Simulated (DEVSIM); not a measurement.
Structure: abrupt Si p-n junction, at 250 K.

```tsv
layer (left to right)	material	thickness (μm)	Nd (cm⁻³)	Na (cm⁻³)	τn (s)	τp (s)
1	Si	2.40	-	1.1e18	0.00043	0.00043
2	Si	34.0	2.4e14	-	0.00043	0.00043
```

Left contact: ohmic. Right contact: ohmic. Voltage is applied to the left contact. Recombination: SRH at mid-gap. Mobility is μmin + (μ − μmin)/(1 + (N/Nref)^α).

Constants are typed, rounded textbook-type inputs, not results; the design itself was drawn at random and stands for no fabricated device. Values at 300 K; Nc and Nv go as T^1.5, mobilities as T to minus their exponent, the gap by Varshni's rule with the affinity fixed.

```tsv
parameter	Si
gap (eV)	1.124
affinity (eV)	4.05
permittivity	11.7
Nc (cm⁻³)	2.86e19
Nv (cm⁻³)	3.1e19
μn (cm²/Vs)	1417
μp (cm²/Vs)	470
μn,min	52
μp,min	45
Nref,n	9.7e16
Nref,p	2.2e17
αn	0.68
αp	0.72
T exponent of μn	2.3
T exponent of μp	2.2
Varshni α (eV/K)	0.000473
Varshni β (K)	636
```

Simulated with DEVSIM: 1D drift-diffusion, Boltzmann statistics, complete ionisation; no tunnelling, impact ionisation, image-force lowering or self-heating.

Problem. Tabulate band edges, carrier densities and field at -2.0 V on the left contact.

Solution. Energies count from the Fermi level of the right contact; mesh points crowd at the junctions.

| x (μm) | Ec (eV) | Ev (eV) | n (cm⁻³) | p (cm⁻³) | field (V/cm) |
|---|---|---|---|---|---|
| 0.000 | 3.070 | 1.934 | < 1e2 | 1.1e18 | ≈ 0 |
| 0.03698 | 3.070 | 1.934 | < 1e2 | 1.1e18 | ≈ 0 |
| 0.1237 | 3.070 | 1.934 | < 1e2 | 1.1e18 | ≈ 0 |
| 0.3473 | 3.070 | 1.934 | < 1e2 | 1.1e18 | ≈ 0 |
| 1.200 | 3.070 | 1.934 | < 1e2 | 1.1e18 | ≈ 0 |
| 1.917 | 3.070 | 1.934 | < 1e2 | 1.1e18 | ≈ 0 |
| 2.222 | 3.070 | 1.934 | < 1e2 | 1.1e18 | ≈ 0 |
| 2.364 | 3.070 | 1.934 | < 1e2 | 1.1e18 | ≈ 0 |
| 2.399 | 3.050 | 1.914 | < 1e2 | 4.3e17 | -49000 |
| 2.435 | 2.963 | 1.827 | < 1e2 | 7.7e15 | -16000 |
| 2.520 | 2.841 | 1.705 | < 1e2 | 2.6e13 | -14000 |
| 2.867 | 2.385 | 1.248 | < 1e2 | 17000 | -13000 |
| 3.629 | 1.536 | 0.400 | < 1e2 | < 1e2 | -9700 |
| 5.449 | 0.385 | -0.752 | 3.8e11 | < 1e2 | -3000 |
| 12.81 | 0.246 | -0.890 | 2.4e14 | < 1e2 | ≈ 0 |
| 25.55 | 0.246 | -0.890 | 2.4e14 | < 1e2 | ≈ 0 |
| 31.99 | 0.246 | -0.890 | 2.4e14 | < 1e2 | ≈ 0 |
| 34.69 | 0.246 | -0.890 | 2.4e14 | < 1e2 | ≈ 0 |
| 35.91 | 0.246 | -0.890 | 2.4e14 | < 1e2 | ≈ 0 |
| 36.22 | 0.246 | -0.890 | 2.4e14 | < 1e2 | ≈ 0 |
| 36.34 | 0.246 | -0.890 | 2.4e14 | < 1e2 | ≈ 0 |
| 36.40 | 0.246 | -0.890 | 2.4e14 | < 1e2 | ≈ 0 |
